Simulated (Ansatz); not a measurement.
A computed series for CuI: response to strain

Start from CuI in the zinc blende structure (space group F-43m, No. 216; a = 6.0793 Å).

Strains are applied to the cell and any free atomic positions relax.

Computed with DFT with PBE, PAW potentials and a 420 eV plane-wave cutoff in Ansatz (a program for electronic structure), no spin-orbit coupling.

Notes on the quantities. hole mass: degenerate bands, along [100]; energy relative to the base: free energy F.

```json
[
 {"case": "base", "pressure": "-0.1 kbar", "volume per atom": "28.09 Å³", "hole mass": "0.22, 0.75, 0.75 mₑ (at Γ)", "band gap": "1.10 eV", "energy relative to the base": "0 meV/atom"},
 {"case": "isotropic strain −3.00 %", "pressure": "45.1 kbar", "volume per atom": "25.63 Å³", "hole mass": "0.22, 0.62, 0.62 mₑ (at Γ)", "band gap": "1.36 eV", "energy relative to the base": "+31 meV/atom"},
 {"case": "isotropic strain −2.50 %", "pressure": "___", "volume per atom": "26.03 Å³", "hole mass": "___", "band gap": "___", "energy relative to the base": "___"},
 {"case": "isotropic strain −2.00 %", "pressure": "27.6 kbar", "volume per atom": "26.43 Å³", "hole mass": "0.22, 0.66, 0.66 mₑ (at Γ)", "band gap": "1.27 eV", "energy relative to the base": "+13 meV/atom"},
 {"case": "isotropic strain −1.50 %", "pressure": "19.8 kbar", "volume per atom": "26.84 Å³", "hole mass": "0.22, 0.68, 0.68 mₑ (at Γ)", "band gap": "1.22 eV", "energy relative to the base": "+7.3 meV/atom"},
 {"case": "isotropic strain −1.00 %", "pressure": "12.6 kbar", "volume per atom": "27.25 Å³", "hole mass": "0.22, 0.70, 0.70 mₑ (at Γ)", "band gap": "1.18 eV", "energy relative to the base": "+3.2 meV/atom"},
 {"case": "isotropic strain −0.50 %", "pressure": "6.0 kbar", "volume per atom": "27.67 Å³", "hole mass": "0.22, 0.72, 0.72 mₑ (at Γ)", "band gap": "1.14 eV", "energy relative to the base": "+0.8 meV/atom"},
 {"case": "isotropic strain +0.50 %", "pressure": "-5.7 kbar", "volume per atom": "28.51 Å³", "hole mass": "0.22, 0.77, 0.77 mₑ (at Γ)", "band gap": "1.06 eV", "energy relative to the base": "+0.8 meV/atom"},
 {"case": "isotropic strain +1.50 %", "pressure": "-15.5 kbar", "volume per atom": "29.37 Å³", "hole mass": "0.22, 0.82, 0.82 mₑ (at Γ)", "band gap": "0.99 eV", "energy relative to the base": "+6.5 meV/atom"},
 {"case": "isotropic strain +2.00 %", "pressure": "-19.9 kbar", "volume per atom": "29.80 Å³", "hole mass": "0.22, 0.85, 0.85 mₑ (at Γ)", "band gap": "0.96 eV", "energy relative to the base": "+11 meV/atom"}
]
```

Task: What belongs in the blanks?

Result: 
- isotropic strain −2.50 %, pressure: 36.0 kbar
- isotropic strain −2.50 %, hole mass: 0.22, 0.64, 0.64 mₑ (at Γ)
- isotropic strain −2.50 %, band gap: 1.31 eV
- isotropic strain −2.50 %, energy relative to the base: +21 meV/atom

Spin-orbit coupling, missing from the scalar runs, can matter with I. Effective masses come from finite differences of ±0.01 Å⁻¹. Whether these cells are dynamically stable was not tested. The final runs are not spin-polarised.
